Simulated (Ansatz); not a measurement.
Consider Si in the diamond structure (space group Fd-3m, No. 227; a = 5.4338 Å). Axes: x, y, z lie along the cube axes.

Level of theory: PBEsol (Ansatz, a program for electronic structure; PAW; 420 eV plane waves; spin-orbit coupling left out).

Modification: compressive biaxial strain of 1.09 % in the plane normal to [110], as in epitaxy on a mismatched substrate; the out-of-plane cell vector and the atoms relax.

### Question
Predict the new out-of-plane strain.

### Answer
The out-of-plane strain is +0.62 %.

Stability against distortions was not tested.
